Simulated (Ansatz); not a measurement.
# BeS (model structure, started from the CsCl type, Pm-3m, No. 221, 2 atoms in the cell)

The numbers are results of PBE-D3(BJ) (plane waves, PAW; Ansatz, an electronic-structure program), not measurements.

Numerical settings: plane-wave cutoff 500 eV, 14×14×14 k mesh, Fermi–Dirac smearing 0.05 eV, scalar-relativistic PAW data made under PBE.

Cell (relaxed at this level):

```cif
data_BeS
_chemical_formula_sum 'Be1 S1'
_space_group_name_H-M_alt 'Pm-3m'
_space_group_IT_number 221
_space_group_name_Hall '-P 4 2 3'
_cell_length_a 2.87532
_cell_length_b 2.87532
_cell_length_c 2.87532
_cell_angle_alpha 90.000
_cell_angle_beta 90.000
_cell_angle_gamma 90.000
loop_
_atom_site_label
_atom_site_type_symbol
_atom_site_symmetry_multiplicity
_atom_site_Wyckoff_symbol
_atom_site_fract_x
_atom_site_fract_y
_atom_site_fract_z
_atom_site_occupancy
Be1 Be 1 a 0.00000 0.00000 0.00000 1
S1 S 1 b 0.50000 0.50000 0.50000 1
```

```
Item             Result
--------  -------------
band gap  zero (no gap)
```

Note: the relaxation could raise the start's symmetry but not lower it, so the cell can be a saddle point.

The computed numbers hold no vibrational or temperature effects.

It cost very roughly 7 core-seconds of CPU time.

A model structure was made by putting elements into a prototype or built by hand; it is no filed structure, need not be a known phase, and can be a saddle point held by its symmetry.
